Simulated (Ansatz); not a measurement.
Reference: InP (F-43m), PBEsol, rigid bands (plane waves, PAW, scalar-relativistic; Ansatz, a quantum-chemistry and plane-wave program); axes and stresses refer to this cell.

```
CELL_PARAMETERS angstrom
      0.00000     2.93916     2.93916
      2.93916     0.00000     2.93916
      2.93916     2.93916     0.00000
ATOMIC_POSITIONS crystal
  In 0.00000 0.00000 0.00000
  P  0.25000 0.25000 0.25000
```

The electron conductivity mass is 0.056 mₑ and the band gap is 0.57 eV. The Seebeck coefficient, p-type 1e19 cm⁻³ is 344 μV/K.

Task: Change: functional PBE, cell relaxed with it. What happens to electron conductivity mass, band gap, Seebeck coefficient, p-type 1e19 cm⁻³?

Result: electron conductivity mass drops to 0.047 mₑ; band gap shrinks to 0.44 eV; Seebeck coefficient, p-type 1e19 cm⁻³ moves little, to 351 μV/K.

Task: Change: functional r2SCAN on the same cell. What happens to electron conductivity mass, band gap, Seebeck coefficient, p-type 1e19 cm⁻³?

Result: electron conductivity mass increases to 0.089 mₑ; band gap increases to 1.11 eV; Seebeck coefficient, p-type 1e19 cm⁻³ moves little, to 344 μV/K.

Masses are for dilute carriers at 300 K, harmonic means over directions unless an axis is named. Seebeck coefficients are for the stated density at 300 K, with one relaxation time for all states and whether or not that doping can be reached. Spin-orbit coupling is left out unless a row names it; without it hole values are far off for these elements.
